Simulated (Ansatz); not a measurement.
The reference is WGe₂ (space group Fm-3m, No. 225; a = 6.126 Å; a hypothetical phase, not in the database extracts checked).

(Cell as relaxed with PBE.)

Levels (all Ansatz, an electronic-structure program, PAW): PBE (420 eV, no SOC); r2SCAN (500 eV, scalar-relativistic without spin-orbit coupling).

Each level relaxes its own structure.

```csv
quantity,PBE,r2SCAN
volume per atom,19.16 Å³,(withheld)
lattice parameter a,6.126 Å,(withheld)
band gap,zero,(withheld)
```

Given the PBE results, estimate those of r2SCAN.


- volume per atom, r2SCAN: 18.71 Å³
- lattice parameter a, r2SCAN: 6.078 Å
- band gap, r2SCAN: zero

PBE's volume per atom lies 0.45 Å³ above r2SCAN's (2.4 %); PBE's lattice parameter a lies 0.048 Å above r2SCAN's (0.8 %); the two agree on the band gap. Neither level is exact; r2SCAN is the comparison here, not a measurement.

Stability against distortions was not tested. The final runs are not spin-polarised. WGe2 has a high density of states at the Fermi level and may be magnetic at this level.
